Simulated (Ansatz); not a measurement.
For GePt (model structure, started from the CoSn type, P6/mmm, No. 191, 6 atoms in the cell), PBEsol in Ansatz (PAW) gives:

```
Property                        Value
---------------------  --------------
lattice constant a            5.610 Å
c axis length                 3.959 Å
enthalpy of formation  -0.128 eV/atom
```

Task: What does PBE-D3(BJ) in Ansatz (plane waves, PAW) give for the same quantities?

Result: 
- lattice constant a: 5.651 Å (increases by 0.7 %)
- lattice parameter c: 3.942 Å (decreases by 0.4 %)
- formation enthalpy: -0.077 eV/atom (moves by +0.051 eV/atom)

Changes are worked out from the printed values.

Unless a cell is named, each level is at its own relaxed cell (PBEsol 17.99, PBE-D3(BJ) 18.17 Å³/atom).

Levels without +SOC leave out spin–orbit coupling, which shifts energies and cells of such heavy elements.

Caveats: a distance lies near a switch of the dispersion term, which can move the cell (PBE-D3(BJ)). Ansatz's density-functional and Hartree–Fock values are scalar-relativistic unless marked +SOC, with PAW data made under PBE.

A model structure was made by putting elements into a prototype or built by hand; it is no filed structure, need not be a known phase, and can be a saddle point held by its symmetry.

Ansatz is a program for electronic structure.
